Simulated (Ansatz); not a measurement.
# B2O3 (model structure, started from the corundum type, R-3c, No. 167, 10 atoms in the cell)

Computed with PBEsol in Ansatz (PAW).

Settings: plane-wave cutoff 520 eV, 10×10×10 k mesh, Fermi–Dirac smearing 0.01 eV, scalar-relativistic PAW data made under PBE.

Cell (relaxed at this level):

B$_{2}$O$_{3}$ has the trigonal space group R-3c, hexagonal axes (No. 167), Pearson symbol hR10. Lattice parameters: a = b = 4.3749 Å, c = 19.7012 Å, α = β = 90.00°, γ = 120.00°. B on 12c is coordinated by 3 O at 1.371 Å (trigonal planar). O on 18e is coordinated by 2 B at 1.371 Å (bent). (Neighbours: up to the widest gap in distance over summed covalent radii, below 1.35, at either atom.)
(The calculation used a cell of 10 atoms; values per cell refer to that cell.)

- band gap = 4.75 eV (on the SCF k mesh)

Note: the relaxation could raise the start's symmetry but not lower it, so the cell can be a saddle point; the cell has widely spaced layers and the level no dispersion term, so their spacing and the moduli can rest on weak binding.

Computed values are for the static lattice.

Cost on a shared machine: roughly 7 core-minutes.

A model structure was made by putting elements into a prototype or built by hand; it is no filed structure, need not be a known phase, and can be a saddle point held by its symmetry.

Ansatz is a first-principles code.
